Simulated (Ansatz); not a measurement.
Ansatz (a program for electronic structure) run on Ti2Ga3 (P4/m, 10 atoms in the cell): self-consistent single point.

Method of the run: PBEsol, default PAW files made with PBE (plane waves; Ansatz).

```xyz
10
Lattice="6.2840 0.0000 0.0000 0.0000 6.2840 0.0000 0.0000 0.0000 4.0100" Properties=species:S:1:pos:R:3 pbc="T T T"
Ga     0.0000     0.0000     0.0000
Ga     3.1420     3.1420     2.0050
Ga     1.1688     2.4570     0.0000
Ga     3.8270     1.1688     0.0000
Ga     5.1152     3.8270     0.0000
Ga     2.4570     5.1152     0.0000
Ti     1.9418     0.7855     2.0050
Ti     5.4985     1.9418     2.0050
Ti     4.3422     5.4985     2.0050
Ti     0.7855     4.3422     2.0050
```

Reference input (self-consistent single point, DFT, PBEsol, plane waves, default PAW files made with PBE): basis.ecutwfc = 420 eV; kpoints.mp_grid.grid = 5 5 7; hamiltonian.xc = pbesol; hamiltonian.pseudopotentials = {kind: paw} (the program's default PAW files); scf.occupations.method = fermi_dirac; scf.occupations.width = 0.1 eV. This run's input differs from it in these lines:

```diff
@@ -29,3 +29,3 @@
     method: fermi_dirac
-    width: 0.1 eV
+    width: 0.8 eV
 output:
```

Log, with long lists cut:

```
SCF iter   1: F=—  HF=-32367.022015 eV  |F-HF|=—  |Δ(HF+E_count)|=         —  Δρ=1.93e-2  dr2=7.07e-1  ethr=1.77e-3  ⟨swp⟩=6.2  Hψ=10937  notcnv=0
all-band conjugate gradients solve this SCF's bands
preconditioner: auto → Kerker (q_TF=auto, 2.626 Å⁻¹)
SCF iter   2: F=—  HF=-32366.928339 eV  |F-HF|=—  |Δ(HF+E_count)|=   9.37e-2  Δρ=1.05e-2  dr2=2.24e-1  ethr=5.61e-4  ⟨swp⟩=1.0  Hψ=3164  notcnv=0
   [... lines left out ...]
SCF iter   6: F=—  HF=-32366.884266 eV  |F-HF|=—  |Δ(HF+E_count)|=   5.33e-5  Δρ=4.78e-5  dr2=5.02e-6  ethr=6.80e-8  ⟨swp⟩=2.1  Hψ=4485  notcnv=0
SCF iter   7: F=—  HF=-32366.884266 eV  |F-HF|=—  |Δ(HF+E_count)|=   6.71e-7  Δρ=1.27e-5  dr2=3.23e-7  ethr=3.99e-9  ⟨swp⟩=2.0  Hψ=4025  notcnv=0
SCF iter   8: F=—  HF=-32366.884266 eV  |F-HF|=—  |Δ(HF+E_count)|=   6.76e-8  Δρ=8.57e-6  dr2=8.07e-8  ethr=7.94e-11  ⟨swp⟩=7.0  Hψ=11111  notcnv=0
SCF iter   9: F=-32366.884266 eV  HF=-32366.884266 eV  |F-HF|=1.52e-8  |Δ(HF+E_count)|=   7.47e-8  Δρ=2.62e-6  dr2=1.48e-8  ethr=6.40e-11  ⟨swp⟩=4.0  Hψ=7252  notcnv=0
SCF 1 converged in 9 iterations: F = -32366.884266 eV  dr2 = 1.48e-8
Free energy (F): -32366.884266 eV
Internal energy: -32352.495742 eV  (E = F + TS)
E sigma→0 (E₀):  -32359.690004 eV
Entropy (-TS):   -14.388524 eV (-1438.852 meV/atom)
Fermi energy:    13.120163 eV
--- Forces (eV/Å), atoms counted from 1 ---
  atom   1  Ga     0.00000000     0.00000000     0.00000000
  atom   2  Ga     0.00000000    -0.00000000     0.00000000
  atom   3  Ga    -0.02247926     0.16361226     0.00000000
  atom   4  Ga    -0.16361226    -0.02247926     0.00000000
  atom   5  Ga     0.02247926    -0.16361226     0.00000000
  atom   6  Ga     0.16361226     0.02247926     0.00000000
  atom   7  Ti    -0.21112982     0.07900255     0.00000000
  atom   8  Ti    -0.07900255    -0.21112982     0.00000000
  atom   9  Ti     0.21112982    -0.07900255     0.00000000
  atom  10  Ti     0.07900255     0.21112982     0.00000000
--- Stress (GPa, compression-positive) ---
        4.804497      -0.000000       0.000000
        0.000000       4.804497       0.000000
        0.000000       0.000000       1.996370
  P = ⅓ Tr σ = 3.8685 GPa (38.685 kbar)
  The stress holds the Pulay correction. Without it, at fixed plane waves, as pw.x and ABINIT print it: P = 3.8321 GPa
```

The run converged in 9 iterations. Against the reference run the free energy falls by 693 meV/atom, the pressure goes from -4.45 to 3.87 GPa and the largest force goes from 0.236 to 0.225 eV/Å.

The starting cell comes from a database of published, mostly measured structures (it also holds non-ambient and calculated ones), without a prior relaxation at this level. Spin polarisation is off. With a pressure of about 4 GPa the cell is away from its equilibrium volume at this level. Ansatz's pressure includes its estimate of the finite-basis (Pulay) stress.

Keys are those of Ansatz 0.2.
